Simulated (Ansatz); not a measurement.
Start from CdS in the wurtzite structure (space group P6_3mc, No. 186; a = 4.074 Å, c = 6.637 Å).

Calculations: LDA (Ansatz, a quantum-chemistry and plane-wave program), no spin-orbit coupling.

Before the change:

| Quantity | Value |
|---|---|
| Electron mass | 0.11 mₑ along c, 0.11 mₑ across (at Γ) |
| Valence-band top at Γ | 0.00, 0.00, -0.06 eV |
| Pressure | 0.0 kbar |

Now apply this change: an isotropic linear strain of −2.40 %; the atoms relax in the strained cell.

Problem. What happens to the energy relative to the base, electron mass, valence-band top at Γ, mean gap deformation potential ΔEg/Δln V and pressure?

Solution. The energy rises by 29 meV/atom; the electron mass changes from 0.11 mₑ along c, 0.11 mₑ across (at Γ) to 0.12 mₑ along c, 0.13 mₑ across (at Γ); the valence-band top at Γ (three highest levels, from the VBM) becomes 0.00, 0.00, -0.08 eV (base: 0.00, 0.00, -0.06 eV); the mean gap deformation potential ΔEg/Δln V comes out as -2.2 eV; the pressure (mean of the normal stresses, compression positive) goes from zero to 58.4 kbar.

Masses are band curvatures over ±0.01 Å⁻¹ around the edge. No phonon test of stability was made.
